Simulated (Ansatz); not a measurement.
Hypothetical R-3 C, pressure series

Start from C (space group R-3, No. 148; a hypothetical phase, not in the database extracts checked).

```
CELL_PARAMETERS angstrom
      3.15898     1.82384     1.28200
     -3.15898     1.82384     1.28200
      0.00000    -3.64768     1.28200
ATOMIC_POSITIONS crystal
  C  0.00006 0.69129 0.50024
  C  0.99994 0.30871 0.49976
  C  0.50024 0.00006 0.69129
  C  0.49976 0.99994 0.30871
  C  0.69129 0.50024 0.00006
  C  0.30871 0.49976 0.99994
  C  0.70011 0.70011 0.70011
  C  0.29989 0.29989 0.29989
```

Cell and atoms are relaxed at each pressure.

Levels (all Ansatz, an electronic-structure program, PAW): PBEsol (420 eV, no SOC); HSE06 (420 eV, no spin-orbit coupling).

Band gaps by level, all at the geometries relaxed with PBEsol:

| case | PBEsol | HSE06 |
|---|---|---|
| base | 3.33 eV | 4.59 eV |
| pressure −2 GPa | 3.33 eV | 4.59 eV |
| pressure 0.3 GPa | 3.33 eV | 4.59 eV |
| pressure 0.7 GPa | 3.33 eV | 4.59 eV |
| pressure 1.5 GPa | 3.33 eV | 4.59 eV |
| pressure 3 GPa | 3.32 eV | 4.58 eV |
| pressure 5 GPa | 3.32 eV | 4.58 eV |
| pressure 7.5 GPa | 3.31 eV | 4.57 eV |

Single points use the geometry relaxed with PBEsol. The hybrid gap comes from the SCF mesh plus the semilocal run's edge points and a few special points and is an upper bound. Load acts through the strain it causes; cell and atoms are relaxed under it. No phonon test of stability was made. Competing high-pressure phases were not computed.
